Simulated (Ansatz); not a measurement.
The parent structure is BN (space group P6_3/mmc, No. 194; a = 2.5005 Å, c = 6.4117 Å; layered, stacked along the Cartesian z axis). Axes: x lies along a and z along c of the hexagonal cell.

Computed with PBEsol-D3(BJ) (Ansatz, a first-principles code), spin-orbit coupling left out.

Before the change:

Band gap: 4.08 eV
Smallest direct gap: 4.49 eV

One thing is altered: uniaxial strain ε_xx = +2.40 %, all other strain components held at zero; the atoms relax in the strained cell.

Task: Estimate the effect on the band gap.

Result: The band gap shrinks by 0.11 eV (4.08 eV → 3.97 eV).

Task: Estimate the effect on the smallest direct gap.

Result: The smallest direct gap falls by 0.18 eV, from 4.49 eV to 4.31 eV.

Task: Estimate the effect on the energy relative to the base.

Result: The energy rises by 14 meV/atom.

Task: How does this affect the largest internal atomic displacement?

Result: The largest internal atomic displacement comes out as 0.024 Å.

Whether these cells are dynamically stable was not tested.
